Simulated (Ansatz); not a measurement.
Reference: NaH (Fm-3m), r2SCAN, rigid bands (plane waves, PAW, scalar-relativistic; Ansatz, a first-principles code); geometry: cell and atoms relaxed with PBEsol.

```cif
data_H4Na4
_chemical_formula_sum 'Na4 H4'
_space_group_name_H-M_alt 'Fm-3m'
_space_group_IT_number 225
_space_group_name_Hall '-F 4 2 3'
_cell_length_a 4.79147
_cell_length_b 4.79147
_cell_length_c 4.79147
_cell_angle_alpha 90.000
_cell_angle_beta 90.000
_cell_angle_gamma 90.000
loop_
_atom_site_label
_atom_site_type_symbol
_atom_site_symmetry_multiplicity
_atom_site_Wyckoff_symbol
_atom_site_fract_x
_atom_site_fract_y
_atom_site_fract_z
_atom_site_occupancy
Na1 Na 4 a 0.00000 0.00000 0.00000 1
H1 H 4 b 0.50000 0.50000 0.50000 1
```
(The calculation used a cell of 2 atoms; values per cell refer to that cell.)

The band gap comes out as 4.40 eV, the electron conductivity mass is 0.48 mₑ and the hole conductivity mass is 1.58 mₑ. The Seebeck coefficient, n-type 1e19 cm⁻³ is -352 μV/K.

### Question
Replace Na by Cs on the same sites and relax. What happens?

### Answer
CsH (Fm-3m): volume per atom 13.8 to 30.6 Å³; band gap falls (4.40 eV to 2.61 eV); electron conductivity mass stays about the same (0.48 mₑ to 0.47 mₑ); hole conductivity mass falls (1.58 mₑ to 0.76 mₑ); Seebeck coefficient, n-type 1e19 cm⁻³ falls in size (-352 μV/K to -318 μV/K).

### Question
Replace Na by Li on the same sites and relax. What happens?

### Answer
LiH (Fm-3m): volume per atom 13.8 to 7.9 Å³; band gap falls (4.40 eV to 3.62 eV); electron conductivity mass falls (0.48 mₑ to 0.31 mₑ); hole conductivity mass falls (1.58 mₑ to 0.49 mₑ); Seebeck coefficient, n-type 1e19 cm⁻³ falls in size (-352 μV/K to -302 μV/K).

### Question
Replace H by Cl on the same sites and relax. What happens?

### Answer
NaCl (Fm-3m): volume per atom 13.8 to 22.0 Å³; band gap rises (4.40 eV to 5.98 eV); electron conductivity mass falls (0.48 mₑ to 0.41 mₑ); hole conductivity mass rises (1.58 mₑ to 3.1 mₑ); Seebeck coefficient, n-type 1e19 cm⁻³ falls in size (-352 μV/K to -190 μV/K).

Moves up to 5 % count as about the same. Masses are for dilute carriers at 300 K, harmonic means over directions unless an axis is named. Seebeck coefficients are for the stated density at 300 K, with one relaxation time for all states and whether or not that doping can be reached. Spin-orbit coupling is left out.

Formula and space group known from diffraction (Crystallography Open Database), not checked to be the room-temperature form: CsH (Fm-3m).
